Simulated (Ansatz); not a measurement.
# CdSe: response to strain

The parent structure is CdSe in the zinc blende structure (space group F-43m, No. 216; a = 6.1332 Å). Axes: x, y, z lie along the cube axes.

Strains are applied to the cell and any free atomic positions relax; under biaxial strain the out-of-plane vector relaxes too.

All numbers come from r2SCAN in Ansatz (plane waves to 500 eV, PAW, spin-orbit coupling left out).

Notes on the quantities. energy relative to the base: free energy F.

```tsv
biaxial strain, plane normal [001], relaxed out of plane (%)	energy relative to the base (meV/atom)
0	0.0
0.5	0.2
1	0.7
1.5	1.6
2	?
2.5	4.4
3	6.3
```

### Question
Fit ΔE = Aε² + Bε³ (ε in %) to the rows shown and predict the withheld row.

### Answer
Least squares on the printed values gives A = 0.721 and B = -0.0068 meV/atom (largest residual 0.0 meV/atom); this predicts 2.8 meV/atom, and the run gives 2.9 meV/atom, in agreement.

Whether these cells are dynamically stable was not tested.

Ansatz is a quantum-chemistry and plane-wave program.
